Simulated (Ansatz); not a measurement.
Short convergence ladders for HfN (I4mm, 2 atoms in the cell)

```yaml
crystal:
  lattice:
    - [0.00000, 2.24870, 2.24870]
    - [2.24870, 0.00000, 2.24870]
    - [2.24870, 2.24870, 0.00000]
  atoms:
    - { symbol: Hf, position: [0.01112, 0.01112, 0.98888] }
    - { symbol: N, position: [0.50000, 0.50000, 0.50000] }
```

Base method: PBEsol, default PAW files made with PBE (plane waves; Ansatz, an electronic-structure program).

Base settings: basis.ecutwfc = 420 eV; kpoints.mp_grid.grid = 13 13 13; hamiltonian.xc = pbesol; hamiltonian.pseudopotentials = {kind: paw} (the program's default PAW files); scf.occupations.method = fermi_dirac; scf.occupations.width = 0.1 eV.

The count of work is k-points × plane waves × bands × iterations; it is no time. 

**The cutoff for other potential files**

Level: DFT, PBEsol, plane waves, harder PAW files (source: ansatz) made with PBE.

In this ladder: hamiltonian.pseudopotentials = {kind: paw, source: ansatz}.

The second cell is the first with its lattice scaled by 0.98.

The mesh stays at the base's, so the ladder's end is converged at best in this setting alone.

The first pressure column holds Ansatz's estimate of the finite-basis (Pulay) stress, which hides part of the cutoff error; the other is without it.

Only quantities that move along the ladder and can be compared are tabulated.

| basis.ecutwfc | free energy less the last step's (meV/atom) | energy of the compressed cell less the first (meV/atom) | pressure (GPa) | pressure without the Pulay estimate (GPa) | count of work / last |
|---|---|---|---|---|---|
| 390 eV | 645.80 | 53.57 | 3.40 | -30.09 | 0.11 |
| 480 eV | 182.47 | 44.98 | 1.42 | -10.09 | 0.14 |
| 610 eV | 25.66 | 45.44 | 1.42 | -1.00 | 0.20 |
| 740 eV | 2.84 | 44.99 | 1.34 | 1.01 | 0.28 |
| 870 eV | 0.80 | 44.97 | 1.33 | 1.31 | 0.37 |
| 1045 eV | 0.48 | 44.96 | 1.33 | 1.31 | 0.49 |
| 1305 eV | 0.17 | 44.95 | 1.33 | 1.32 | 0.65 |
| 1740 eV | 0.00 | 44.94 | 1.33 | 1.32 | 1.0 |

Coarsest basis.ecutwfc that holds the pressure within 0.05 GPa of the last step, with all finer ones: 740 eV, at 0.28 of the last step's count of work; the step before is off by 0.10 GPa.

Coarsest basis.ecutwfc that holds the energy of the compressed cell less the first within 0.2 meV/atom of the last step, with all finer ones: 740 eV, at 0.28 of the last step's count of work; the step before is off by 0.50 meV/atom.

Coarsest basis.ecutwfc that holds the pressure without the Pulay estimate within 0.5 GPa of the last step, with all finer ones: 740 eV, at 0.28 of the last step's count of work; the step before is off by 2.3 GPa.

The energy difference between the two cells stays within 1 meV/atom of the last step's from 480 eV on, the total only from 870 eV on: much of the error is common to both cells and cancels.

At the lowest cutoff the pressure without the Pulay estimate lies 31.4 GPa under the last step's, the usual sign of Pulay stress in an incomplete plane-wave basis.

**The density cutoff**

The second cell is the first with its lattice scaled by 0.98.

The mesh stays at the base's, so the ladder's end is converged at best in this setting alone.

Only quantities that move along the ladder and can be compared are tabulated.

| basis.ecutrho_ratio | energy of the compressed cell less the first (meV/atom) | pressure (GPa) |
|---|---|---|
| 2 | 44.65 | 1.29 |
| 3 | 44.32 | 1.19 |
| 4 | 44.32 | 1.20 |
| 5 | 44.32 | 1.20 |
| 6 | 44.32 | 1.20 |
| 8 | 44.32 | 1.20 |
| 10 | 44.32 | 1.20 |
| 12 | 44.32 | 1.20 |
| 16 | 44.32 | 1.20 |

Coarsest basis.ecutrho_ratio that holds the pressure within 0.05 GPa of the last step, with all finer ones: 3; the step before is off by 0.10 GPa.

Coarsest basis.ecutrho_ratio that holds the energy of the compressed cell less the first within 0.2 meV/atom of the last step, with all finer ones: 3; the step before is off by 0.33 meV/atom.

**The relaxed cell against the cutoff**

On HfN (Fm-3m, 2 atoms in the cell): atoms on their sites.

In this ladder: relax = cell and atoms.

The mesh stays at the base's, so the ladder's end is converged at best in this setting alone.

Only quantities that move along the ladder and can be compared are tabulated.

| basis.ecutwfc | relaxed volume (Å³/atom) | relaxation steps |
|---|---|---|
| 250 eV | 11.366 | 8 |
| 295 eV | 11.391 | 8 |
| 355 eV | 11.395 | 6 |
| 420 eV | 11.404 | 4 |
| 505 eV | 11.402 | 4 |
| 630 eV | 11.402 | 4 |
| 840 eV | 11.402 | 4 |

Coarsest basis.ecutwfc that holds the relaxed volume within 0.023 Å³/atom of the last step, with all finer ones: 295 eV; the step before is off by 0.035 Å³/atom.

At the lowest cutoff the cell relaxes to a volume 0.3 % smaller than at the highest. Ansatz relaxes on a stress corrected for the finite basis.

On the base run: the starting cell has typed, rounded lattice constants, without a prior relaxation at this level. Its lattice was rescaled by up to half a per cent. One atom was moved a little off its site on purpose.

Left out of this page: 1 run of the series failed or unconverged.

Keys are those of Ansatz 0.2.
